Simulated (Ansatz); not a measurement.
A computed series for Hf: response to strain

Start from Hf in the hcp (Mg type) structure (space group P6_3/mmc, No. 194).

```
Hf
1.0
    3.15907     0.00000     0.00000
   -1.57954     2.73584     0.00000
    0.00000     0.00000     4.99993
Hf
2
Direct
  0.33333   0.66667   0.75000
  0.66667   0.33333   0.25000
```

Cartesian axes are those of the cell as printed.

Strains are applied to the cell and any free atomic positions relax; under biaxial strain the out-of-plane vector relaxes too.

The values are results of Kohn–Sham DFT with the PBEsol functional, run in Ansatz (a quantum-chemistry and plane-wave program) with PAW and 420 eV plane waves, no spin-orbit coupling, not measurements.

Notes on the quantities. pressure: mean of the normal stresses, compression positive; energy relative to the base: free energy F.

| case | shortest interatomic distance | pressure | energy relative to the base |
|---|---|---|---|
| base | 3.095 Å | 0.0 GPa | 0 meV/atom |
| biaxial strain +0.93 %, plane normal [001], relaxed out of plane | 3.092 Å | -1.3 GPa | – |
| biaxial strain +4.07 %, plane normal [001], relaxed out of plane | 3.084 Å | -5.0 GPa | – |
| isotropic strain −1.98 % | 3.033 Å | 7.5 GPa | +28 meV/atom |
| isotropic strain +0.74 % | 3.117 Å | -2.4 GPa | +3.7 meV/atom |
| isotropic strain +3.46 % | 3.202 Å | -9.7 GPa | +76 meV/atom |
| isotropic strain +5.08 % | 3.252 Å | -13.1 GPa | +158 meV/atom |
| isotropic strain +5.25 % | 3.257 Å | -13.4 GPa | +168 meV/atom |
| uniaxial strain ε_zz = −5.26 % | (withheld) | (withheld) | (withheld) |
| tensor shear ε_xz = −1.12 % | 3.066 Å | 0.0 GPa | +1.8 meV/atom |

### Question
What belongs in the blanks?

### Answer

- uniaxial strain ε_zz = −5.26 %, shortest interatomic distance: 2.989 Å
- uniaxial strain ε_zz = −5.26 %, pressure: 7.2 GPa
- uniaxial strain ε_zz = −5.26 %, energy relative to the base: +42 meV/atom

Without a gap, meshes like the base's 17×17×9 leave anisotropic stresses uncertain by several tenths of a GPa, and small strain energies with them. Stability against distortions was not tested. All final runs are without spin polarisation.
